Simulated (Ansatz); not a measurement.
**Short convergence ladders for a (100) slab of LaCu (cut from a parent of space group no. 62; 8 atoms in the cell)**

```
CuLa
1.0
    4.60795     0.00000     0.00000
    0.00000     5.60478     0.00000
    0.00000     0.00000    21.06930
La Cu
4 4
Direct
  0.25000   0.39430   0.56312
  0.75000   0.60570   0.43688
  0.75000   0.89430   0.61612
  0.25000   0.10570   0.38388
  0.25000   0.89602   0.51147
  0.75000   0.10398   0.48853
  0.75000   0.39602   0.66776
  0.25000   0.60398   0.33224
```

Base method: PBEsol, default PAW files made with PBE (plane waves; Ansatz, a program for electronic structure).

Base settings: basis.ecutwfc = 420 eV; kpoints.mp_grid.grid = 4 3 1; hamiltonian.xc = pbesol; hamiltonian.pseudopotentials = {kind: paw} (the program's default PAW files); scf.occupations.method = gaussian; scf.occupations.width = 0.1 eV.

The count of work is k-points × plane waves × bands × iterations; it is no time. 

**The vacuum**

The mesh stays at the base's, so the ladder's end is converged at best in this setting alone.

Only quantities that move along the ladder and can be compared are tabulated.

```csv
vacuum between outermost atoms (Å),free energy less the last step's (meV/atom),largest difference of a force vector from the last step's (eV/Å),count of work / last
3.0,-75.03,0.447,0.25
4.0,-18.64,0.173,0.33
5.0,-3.29,0.056,0.33
6.0,-0.55,0.027,0.35
7.0,-0.15,0.012,0.38
8.0,-0.05,0.005,0.41
10.0,-0.01,0.001,0.46
12.0,0.00,0.000,0.52
14.0,0.01,0.000,0.57
17.0,0.00,0.000,0.65
20.0,0.01,0.000,0.73
25.0,0.00,0.000,0.87
30.0,0.00,0.000,1.0
```

Smallest vacuum between outermost atoms (Å) that holds the forces within 0.01 eV/Å of the last step, with all finer ones: 8.0, at 0.41 of the last step's count of work; the step before is off by 0.012 eV/Å.

Smallest vacuum between outermost atoms (Å) that holds the free energy within 5 meV/atom of the last step, with all finer ones: 5.0, at 0.33 of the last step's count of work; the step before is off by 19 meV/atom.

**The k-point mesh**

Only quantities that move along the ladder and can be compared are tabulated.

| kpoints.mp_grid.grid | free energy less the last step's (meV/atom) | largest difference of a force vector from the last step's (eV/Å) | count of work / last |
|---|---|---|---|
| 2 1 1 | -73.23 | 0.444 | 0.030 |
| 2 2 1 | -8.43 | 0.284 | 0.055 |
| 3 2 1 | 46.53 | 0.408 | 0.050 |
| 3 3 1 | 22.59 | 0.104 | 0.055 |
| 4 3 1 | 8.24 | 0.158 | 0.075 |
| 5 4 1 | -2.24 | 0.038 | 0.11 |
| 5 5 1 | -2.64 | 0.020 | 0.11 |
| 6 5 1 | -1.54 | 0.019 | 0.14 |
| 7 6 1 | 0.47 | 0.016 | 0.18 |
| 8 7 1 | -0.60 | 0.011 | 0.23 |
| 10 8 1 | -0.06 | 0.012 | 0.38 |
| 12 10 1 | -0.09 | 0.010 | 0.53 |
| 14 11 1 | 0.11 | 0.006 | 0.60 |
| 16 13 1 | 0.02 | 0.002 | 0.79 |
| 19 15 1 | 0.00 | 0.000 | 1.0 |

Coarsest kpoints.mp_grid.grid that holds the forces within 0.005 eV/Å of the last step, with all finer ones: 16 13 1; the step before is off by 0.006 eV/Å.

Coarsest kpoints.mp_grid.grid that holds the free energy within 5 meV/atom of the last step, with all finer ones: 5 4 1, at 0.11 of the last step's count of work; the step before is off by 8.2 meV/atom.

**The plane-wave cutoff**

The mesh stays at the base's, so the ladder's end is converged at best in this setting alone.

Only quantities that move along the ladder and can be compared are tabulated.

```tsv
basis.ecutwfc	free energy less the last step's (meV/atom)	largest difference of a force vector from the last step's (eV/Å)	count of work / last
210 eV	5737.03	0.374	0.15
250 eV	1346.86	0.114	0.18
295 eV	199.91	0.032	0.23
355 eV	7.60	0.002	0.27
420 eV	1.29	0.000	0.35
505 eV	0.31	0.000	0.47
630 eV	0.09	0.000	0.65
840 eV	0.00	0.000	1.0
```

Coarsest basis.ecutwfc that holds the free energy within 5 meV/atom of the last step, with all finer ones: 420 eV, at 0.35 of the last step's count of work; the step before is off by 7.6 meV/atom.

Coarsest basis.ecutwfc that holds the forces within 0.02 eV/Å of the last step, with all finer ones: 355 eV, at 0.27 of the last step's count of work; the step before is off by 0.032 eV/Å.

On the base run: the starting cell comes from a database of computed structures (which also holds hypothetical and non-ambient phases and stackings), without a prior relaxation at this level. The slab is cut from that crystal, and its faces are unrelaxed. Its lattice was rescaled by up to half a per cent. Spin polarisation is off. Without a gap this mesh is coarse (it stands for a supercell whose shortest in-plane vector is 17 Å).

Left out of this page: 1 run of the series outside the window shown, repeating another row's setting, or not comparable.

Keys are those of Ansatz 0.2.
